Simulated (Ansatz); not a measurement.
Where the default PAW files enter, the runs use the earlier of Ansatz's two default sets.

## Evanescent states of MoS2 (P6_3/mmc, 6 atoms a cell, 17.3 Å³ an atom, 3 GPa at this level) along the normal of (110)

The numbers are results of r2SCAN (plane waves, PAW; Ansatz, a quantum-chemistry and plane-wave program), not measurements.

The gap is the functional's own, uncorrected, and κ follows it; spin-orbit coupling is left out. Mid-gap values are interpolated between the computed energies.

Energies count from the valence-band top; κ is the least over a 6×4 mesh across the current.

```json
[
 {"E (eV)": "0.03", "κ (1/Å)": "0.069", "where": "Γ"},
 {"E (eV)": "0.09", "κ (1/Å)": "0.119", "where": "Γ"},
 {"E (eV)": "0.15", "κ (1/Å)": "0.154", "where": "Γ"},
 {"E (eV)": "0.21", "κ (1/Å)": "0.183", "where": "Γ"},
 {"E (eV)": "0.27", "κ (1/Å)": "0.209", "where": "Γ"},
 {"E (eV)": "0.33", "κ (1/Å)": "0.218", "where": "Γ"},
 {"E (eV)": "0.39", "κ (1/Å)": "0.216", "where": "Γ"},
 {"E (eV)": "0.45", "κ (1/Å)": "0.212", "where": "Γ"},
 {"E (eV)": "0.51", "κ (1/Å)": "0.207", "where": "Γ"},
 {"E (eV)": "0.57", "κ (1/Å)": "0.192", "where": "Γ"},
 {"E (eV)": "0.63", "κ (1/Å)": "0.174", "where": "Γ"},
 {"E (eV)": "0.69", "κ (1/Å)": "0.153", "where": "Γ"},
 {"E (eV)": "0.75", "κ (1/Å)": "0.127", "where": "Γ"},
 {"E (eV)": "0.81", "κ (1/Å)": "0.093", "where": "Γ"},
 {"E (eV)": "0.87", "κ (1/Å)": "0.024", "where": "Γ"}
]
```

Q: How thick must the barrier be to attenuate the transmission by 10^4 when the electrodes' Fermi level lies at 0.21 eV, and what attenuation does that film give at 0.33 eV?

A: d = 4 ln 10 / (2 × 0.183) = 25.2 Å. At 0.33 eV it gives 4 × 0.218/0.183 = 4.8 decades.
